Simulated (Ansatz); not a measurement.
The reference is ZnS in the wurtzite structure (space group P6_3mc, No. 186; a = 3.806 Å, c = 6.245 Å). Axes: x lies along a and z along c of the hexagonal cell.

Level of theory: plane-wave PAW DFT at the r2SCAN level (Ansatz, a program for electronic structure, 500 eV), no spin-orbit coupling.

Base values:

The valence-band top at Γ is 0.00, 0.00, -0.08 eV and the electron mass is 0.18 mₑ along c, 0.21 mₑ across (at Γ). The pressure is 0.00 GPa and the shortest interatomic distance is 2.333 Å.

The change: compressive biaxial strain of 2.15 % in the plane normal to [001], as in epitaxy on a mismatched substrate; the out-of-plane cell vector and the atoms relax.

### Question
What happens to the valence-band top at Γ?

### Answer
The valence-band top at Γ (three highest levels, from the VBM) goes from 0.00, 0.00, -0.08 eV to 0.00, 0.00, -0.30 eV.

### Question
How does this affect the electron mass?

### Answer
The electron mass changes from 0.18 mₑ along c, 0.21 mₑ across (at Γ) to 0.16 mₑ out of plane, 0.23 mₑ in plane (at Γ).

### Question
How does this affect the pressure?

### Answer
The pressure (mean of the normal stresses, compression positive) goes from zero to 2.44 GPa.

### Question
How does this affect the shortest interatomic distance?

### Answer
The shortest interatomic distance shrinks by 0.0259 Å (2.333 Å → 2.308 Å).

### Question
Estimate the effect on the ratio −ε⊥/ε∥.

### Answer
The ratio −ε⊥/ε∥ is 0.61.

The levels and masses belong to the bands next to the band gap. Effective masses come from finite differences of ±0.01 Å⁻¹. Whether these cells are dynamically stable was not tested.
